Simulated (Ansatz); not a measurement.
The parent structure is KF in the rock salt structure (space group Fm-3m, No. 225).

```
KF
1.0
    0.00000     2.65339     2.65339
    2.65339     0.00000     2.65339
    2.65339     2.65339     0.00000
K F
1 1
Direct
  0.00000   0.00000   0.00000
  0.50000   0.50000   0.50000
```

Cartesian axes are those of the cell as printed.

Method: PBEsol/PAW in Ansatz (a quantum-chemistry and plane-wave program), without spin-orbit coupling.

Strains are applied to the cell and any free atomic positions relax; under biaxial strain the out-of-plane vector relaxes too.

One change was made to it. Results:

The shortest interatomic distance shrinks by 2.2 pm (265.3 pm → 263.1 pm); the valence-band top at Γ (three highest levels, from the VBM) goes from 0.00, 0.00, 0.00 eV to 0.00, -0.04, -0.04 eV; the pressure (mean of the normal stresses, compression positive) shrinks by 0.89 GPa, from -0.01 GPa to -0.90 GPa.

**Question.** Which of these changes matches the shifts?
A) biaxial strain +2.00 %, plane normal [001], relaxed out of plane
B) biaxial strain −0.50 %, plane normal [001], relaxed out of plane
C) biaxial strain +3.00 %, plane normal [001], relaxed out of plane

**Answer.** A, biaxial strain +2.00 %, plane normal [001], relaxed out of plane. For comparison, the valence-band top at Γ in the other runs: biaxial strain −0.50 %, plane normal [001], relaxed out of plane gives 0.00, 0.00, -0.01 eV; biaxial strain +3.00 %, plane normal [001], relaxed out of plane gives 0.00, -0.06, -0.06 eV.

The levels and masses belong to the bands next to the band gap. Stability against distortions was not tested.
